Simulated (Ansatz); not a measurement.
Consider ZrO2 (space group P4_2/nmc, No. 137).

```
ZrO2
1.0
    3.62104     0.00000     0.00000
    0.00000     3.62104     0.00000
    0.00000     0.00000     5.28279
Zr O
2 4
Direct
  0.00000   0.00000   0.00000
  0.50000   0.50000   0.50000
  0.00000   0.50000   0.19278
  0.00000   0.50000   0.69278
  0.50000   0.00000   0.30722
  0.50000   0.00000   0.80722
```

Calculations: Kohn–Sham DFT with the PBE functional, run in Ansatz (a first-principles code) with PAW and 420 eV plane waves, spin-orbit coupling left out.

Before the change:

The band gap is 4.04 eV. The electron mass is 2.3 mₑ along c, 0.61 mₑ across (at Γ) and the gap character is indirect, k = (0.222, 0.222, 0) in the run's primitive reciprocal basis → Γ.

Now apply this change: an isotropic linear strain of −1.14 %, atoms relaxed at fixed cell.

**Question.** Estimate the effect on the band gap, largest internal atomic displacement, electron mass, gap character and energy relative to the base.

**Answer.** The band gap grows by 0.07 eV, from 4.04 eV to 4.11 eV; the largest internal atomic displacement amounts to 0.036 Å; the electron mass becomes 2.2 mₑ along c, 0.61 mₑ across (at Γ) (base: 2.3 mₑ along c, 0.61 mₑ across (at Γ)); the gap character changes from indirect, k = (0.222, 0.222, 0) in the run's primitive reciprocal basis → Γ to indirect, Z → Γ; the energy grows by 7.6 meV/atom.

Effective masses come from finite differences of ±0.01 Å⁻¹. Stability against distortions was not tested. This is not the structure that ZrO2 has at room temperature and ambient pressure.
